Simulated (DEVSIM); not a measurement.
Device: W/Al2O3/n-Ge capacitor, at 400 K.

```
layer (left to right)  material  thickness (nm)  Nd (cm⁻³)
---------------------  --------  --------------  ---------
1                         Al2O3            3.00          -
2                            Ge            3900     2.3e16
```

Metal gate on the left, work function 4.6 eV. Fixed charge at the semiconductor interface -3.2e10 cm⁻² (in units of +e); interface traps 2.9e10 cm⁻² eV⁻¹, uniform in energy, neutral level at 0.5 of the gap above the valence band.

Constants are typed, rounded textbook-type inputs, not results; the design itself was drawn at random and stands for no fabricated device. Values at 300 K; Nc and Nv go as T^1.5, mobilities as T to minus their exponent, the gap by Varshni's rule with the affinity fixed.

```tsv
parameter	Al2O3	Ge
gap (eV)	6.8	0.664
affinity (eV)	1.35	4
permittivity	9	16
Nc (cm⁻³)	-	1.04e19
Nv (cm⁻³)	-	6e18
Varshni α (eV/K)	-	0.000477
Varshni β (K)	-	235
```

Model (solved in DEVSIM): 1D Poisson equation in equilibrium, Boltzmann statistics, complete ionisation; no quantum confinement or tunnelling. Metal contacts follow the ideal Schottky-Mott rule: no Fermi-level pinning, no interface dipoles.

The substrate doping was swept, all else fixed.

```
substrate doping (cm^-3)  flat-band voltage (V)  threshold voltage (band bending 2φF) (V)  minimum of the low-frequency capacitance (μF/cm²)
------------------------  ---------------------  ----------------------------------------  -------------------------------------------------
1.2e15                                     0.29                                      0.26                                              0.142
2.3e15                                     0.31                                      0.25                                              0.141
4.6e15                                     0.32                                      0.23                                              0.142
1.2e16                                     0.35                                      0.20                                              0.156
2.3e16                                     0.38                                      0.17                                              0.180
4.6e16                                     0.40                                      0.13                                              0.205
```

From the first row to the last the flat-band voltage goes from 0.29 to 0.40. From the first row to the last the threshold voltage (band bending 2φF) goes from 0.26 to 0.13.
